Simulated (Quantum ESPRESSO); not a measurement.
# Equation of state of fluorite-structure HfO2 (space group 225): energy against volume (Quantum ESPRESSO, PBE)

```
HfO2
1.0
    0.00000     2.45041     2.45041
    2.45041     0.00000     2.45041
    2.45041     2.45041     0.00000
Hf O
1 2
Direct
  0.00000   0.00000   0.00000
  0.25000   0.25000   0.25000
  0.75000   0.75000   0.75000
```

Computed with PBE, PSlibrary PAW (PBE) pseudopotentials (plane waves; Quantum ESPRESSO). Settings: ecutwfc = 72 Ry; ecutrho = 432 Ry; occupations = smearing; smearing = fd; degauss = 0.000734986 Ry; potentials = {Hf: Hf.pbe-spn-kjpaw_psl.1.0.0.UPF, O: O.pbe-n-kjpaw_psl.0.1.UPF}; K_POINTS = automatic 12 12 12 0 0 0; conv_thr = 1e-10 Ry; mixing_beta = 0.5. The cell above is the first row's. The rows scale it uniformly. In all rows fractional positions and the k mesh are held. E is the free energy at the stated smearing, counted from the lowest row.

| V (Å^3/atom) | E (meV/atom) |
|---|---|
| 9.8090 | 61.84 |
| 10.0223 | 33.54 |
| 10.2355 | 14.38 |
| 10.4488 | 3.47 |
| 10.6620 | 0.00 |
| 10.8752 | 3.24 |
| 11.0885 | 12.50 |
| 11.3017 | 27.23 |
| 11.5150 | ? |

Task: Fit E against V with the third-order Birch-Murnaghan form, a cubic in V^(-2/3), and predict the withheld value at V = 11.5150.

Result: With u = V^(-2/3) - 0.208, the rows have u = 0.010231, 0.007124, 0.004126, 0.001229, -0.001569, -0.004276, -0.006897, -0.009434. Least squares gives E = 1.096 + 1390.86·u + 442664·u² + 169713·u³. Residuals (row less fit): -0.003, 0.008, -0.002, -0.004, -0.003, 0.011, -0.004, 0.001; standard error 0.008 (degrees of freedom: 4). Its minimum lies at u = -0.001572, so V0 = (0.206428)^(-3/2) = 10.66. There d²E/du² = 883700 and d³E/du³ = 1018000, so B0 = (4/9) × 10.66^(-7/3) × 883700 × 0.160218 = 251 GPa (the last factor turns the table's units into GPa), and B0' = 4 + (2/3) × 0.206428 × (1018000)/883700 = 4.2. The program's pressures in the fitted runs (not shown) pass through zero at V = 10.65, 0.14 % from this V0. At the withheld row, u = -0.011894, so E = 1.096 + 1390.86 × (-0.011894) + 442664 × (-0.011894)² + 169713 × (-0.011894)³ = 46.890 meV/atom. The calculation gives 46.89 meV/atom, which the fit meets to the printed digits. The row lies outside the fitted rows, so this is an extrapolation. From the scatter of the fitted rows alone, a prediction at this place has a standard error of 0.019 meV/atom, so the miss is 0.0 times that.

Carrying the step between the two nearest rows on in a straight line would have given 41.97, off by 4.92; series whose last step already gives the withheld value aren't shown. The reference cell has the volume at which an earlier scan in this program and functional put its minimum by a fit. This is a high-temperature phase, held here by symmetry. The runs keep the symmetry of the cell, so they don't test it for distortions. Spin-orbit coupling is off. Cutoffs and mesh are single choices, not tested for convergence of this quantity. Series with a scatter that would blur these digits, or in which a gap closes, are not shown. Nor are scans whose minimum lies at an end fitted in this form.
